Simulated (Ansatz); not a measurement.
Start from BN in the zinc blende structure (space group F-43m, No. 216).

```yaml
crystal:
  lattice:
    - [0.00000, 1.80487, 1.80487]
    - [1.80487, 0.00000, 1.80487]
    - [1.80487, 1.80487, 0.00000]
  atoms:
    - { symbol: N, position: [0.75000, 0.75000, 0.75000] }
    - { symbol: B, position: [0.00000, 0.00000, 0.00000] }
```

Cartesian axes are those of the cell as printed.

The values are results of r2SCAN, PAW, 500 eV (Ansatz, a first-principles code; scalar-relativistic without spin-orbit coupling), not measurements.

The change: the cell is scaled by 0.9874 in all directions; the atoms relax in the strained cell.

Question: Predict the stress tensor and what it implies for the stiffness.

Answer: Stress of the strained cell less that of the base (GPa, compression positive):
```
  15.98    0.00    0.00
   0.00   15.98    0.00
   0.00    0.00   15.98
```

Then B = −ΔP/(ΔV/V₀) with ΔV/V₀ = -0.0373 gives secant stiffness values (nonlinear terms included at this strain): B ≈ 428 GPa.

As a check, the harmonic strain energy −½ V₀ Δσ:ε is 11 meV/atom; the computed energy rise is 11 meV/atom.

Stability against distortions was not tested.
